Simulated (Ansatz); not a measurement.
CuAu (space group P4/mmm, No. 123)

```
CuAu
1.0
    2.88152     0.00000     0.00000
    0.00000     2.88152     0.00000
    0.00000     0.00000     3.61476
Cu Au
1 1
Direct
  0.50000   0.50000   0.50000
  0.00000   0.00000   0.00000
```

All numbers come from Ansatz (a first-principles code) PBE, no spin-orbit coupling. Γ-centred 16×16×13 mesh, Fermi–Dirac width 0.05 eV.

| Quantity | Value |
|---|---|
| Volume per atom | 15.01 Å³ |
| Density | 14.41 g/cm³ |
| Band gap | zero |
| Total energy | -9887.303 eV/atom (σ→0; compares only within this code and set-up) |

Stability against distortions was not tested. The final runs are not spin-polarised.
